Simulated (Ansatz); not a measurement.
Take ZrO2 in the fluorite structure (space group Fm-3m, No. 225) as the base.

ZrO₂ has the cubic space group Fm-3m (No. 225), the fluorite structure, Pearson symbol cF12. Cell: a = b = c = 5.116 Å, α = β = γ = 90.00°. Zr on 4a has 8 O at 2.215 Å (cubic). O on 8c has 4 Zr at 2.215 Å (tetrahedral). (Neighbours: up to the widest gap in distance over summed covalent radii, below 1.35, at either atom; cation-cation and far metal-metal contacts left out.)
(The calculation used a cell of 3 atoms; values per cell refer to that cell.)

Calculations: Kohn–Sham DFT with the PBE functional, run in Ansatz (a program for electronic structure) with PAW and 420 eV plane waves, scalar-relativistic without spin-orbit coupling, earlier PAW set.

Before the change:

The density is 6.11 g/cm³. The band gap is 3.32 eV. The smallest direct gap is 3.75 eV and the electron mass is 0.51, 2.1 mₑ (at Γ).

Modification: a hydrostatic pressure of 0.9 GPa.

Task: Estimate the effect on the density.

Result: The density increases by 0.023 g/cm³, from 6.11 g/cm³ to 6.14 g/cm³.

Task: How does this affect the band gap?

Result: The band gap increases by 0.01 eV, from 3.32 eV to 3.33 eV.

Task: Estimate the effect on the smallest direct gap.

Result: The smallest direct gap rises by 0.01 eV (3.75 eV → 3.76 eV).

Task: How does this affect the electron mass?

Result: The electron mass (degenerate bands, along [100]) changes from 0.51, 2.1 mₑ (at Γ) to 0.50, 2.1 mₑ (at Γ).

Load acts through the strain it causes; cell and atoms are relaxed under it. Masses are band curvatures over ±0.01 Å⁻¹ around the edge. Whether these cells are dynamically stable was not tested. This is not the structure that ZrO2 has at room temperature and ambient pressure.
